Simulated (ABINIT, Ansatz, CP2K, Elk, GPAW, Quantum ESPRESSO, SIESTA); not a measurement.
**HfO2 (Fm-3m, 3 atoms in the cell) computed with different codes at matched settings**

Self-consistent single point.

```xyz
3
Lattice="0.0000 2.5418 2.5418 2.5418 0.0000 2.5418 2.5418 2.5418 0.0000" Properties=species:S:1:pos:R:3 pbc="T T T"
Hf     0.0000     0.0000     0.0000
O      1.2709     1.2709     1.2709
O      3.8127     3.8127     3.8127
```

Shared settings, as Ansatz (a first-principles code) writes them: kpoints.mp_grid.grid = 9 9 9; scf.occupations.method = fermi_dirac; scf.occupations.width = 0.02 eV. Potentials and cutoffs stand in the table.

```json
[
 {"code": "Elk", "model": "PBEsol, all-electron FP-LAPW, Elk's shipped species files, default APW+lo basis", "pressure (GPa)": "–", "gap on the mesh (eV)": "3.737", "cutoff": "default"},
 {"code": "ABINIT", "model": "PBEsol, norm-conserving pseudopotentials (PseudoDojo nc-sr-04 PBEsol standard)", "pressure (GPa)": "-9.08", "gap on the mesh (eV)": "3.801", "cutoff": "84 Ry"},
 {"code": "Quantum ESPRESSO", "model": "PBEsol, PSlibrary PAW (PBE) pseudopotentials", "pressure (GPa)": "-14.60", "gap on the mesh (eV)": "3.899", "cutoff": "55 Ry"},
 {"code": "CP2K", "model": "PBEsol, GPW, DZVP-MOLOPT-PBE-GTH basis, GTH-PBE potentials (POTENTIAL_UZH)", "pressure (GPa)": "-9.90", "gap on the mesh (eV)": "3.947", "cutoff": "grid 500 Ry"},
 {"code": "SIESTA", "model": "GGA PBEsol, numerical atomic orbitals DZP, PseudoDojo PBEsol standard norm-conserving potentials (rewritten from UPF to PSML)", "pressure (GPa)": "-6.44", "gap on the mesh (eV)": "3.632", "cutoff": "grid 400 Ry"},
 {"code": "Ansatz", "model": "PBEsol, default PAW files made with PBE", "pressure (GPa)": "-6.86", "gap on the mesh (eV)": "3.747", "cutoff": "default"},
 {"code": "GPAW", "model": "PBEsol, GPAW PAW datasets PBEsol (made by gpaw-setup)", "pressure (GPa)": "–", "gap on the mesh (eV)": "3.753", "cutoff": "950 eV"}
]
```

A dash marks a value that a program does not give, or that is left out as unsure.

Gaps are read on the mesh.

On Ansatz's run: spin-orbit coupling is off.

The spread over the programs that give each value: pressure within 8.16 GPa; gap on the mesh within 0.315 eV.

CP2K and SIESTA use small atom-centred bases, whose incompleteness enters pressures, forces and empty levels differently from a plane-wave cutoff. Elk treats all electrons, but the usual bases taken here (sphere radii, linearisation, local orbitals, empty states) were not tested for convergence, so the values are no reference for the others. Ansatz's pressure is given at a fixed set of plane waves, as the other plane-wave codes print theirs; with its correction for the finite basis it is -5.93 GPa (the shift of 0.93 GPa shows how far the cutoff is from converged). The pressure of GPAW is left out: its cutoff lies under the one at which its stress was checked. In the gap, Quantum ESPRESSO (by 0.121), CP2K (by 0.170) and SIESTA (by 0.145) lie more than 0.12 eV from the median of the plane-wave programs.

The starting cell has typed, rounded lattice constants, without a prior relaxation at this level. Its lattice was rescaled by a random factor within 2.5 % of one.

Keys are those of Ansatz 0.2.
